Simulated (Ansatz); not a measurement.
Coverage and cell size: C on the 1x1 (110) surface of bcc Mo, one adsorbate a cell, in each cell the lowest of the starts that converged. Energies against an atom of graphite, without dispersion, zero-point or thermal terms; small cells hold the layer to their symmetry. A negative adsorption energy means that the adsorbate is more stable on the surface than in its reference.

Method: PBE (plane waves to 420 eV, PAW; Ansatz, a program for electronic structure).

| area an adsorbate, end state | atoms | E_ads (eV) | height (Å) | Δ work function (eV) | rough cost |
|---|---|---|---|---|---|
| 7 Å², bonded to 3 Mo | 5 | 1.41 | 1.02 | (withheld) | around 80 core-seconds (rough) |
| 14 Å², bonded to 4 Mo | 9 | (withheld) | 1.12 | 1.22 | about 8 core-minutes (a rough figure) |
| 28 Å², bonded to 4 Mo | 17 | 0.05 | 1.04 | 0.57 | around 8 core-minutes (rough) |

Question: Fill in the missing entries.

Answer: 
- 7 Å², bonded to 3 Mo, Δ work function (eV): 1.27
- 14 Å², bonded to 4 Mo, E_ads (eV): 0.66
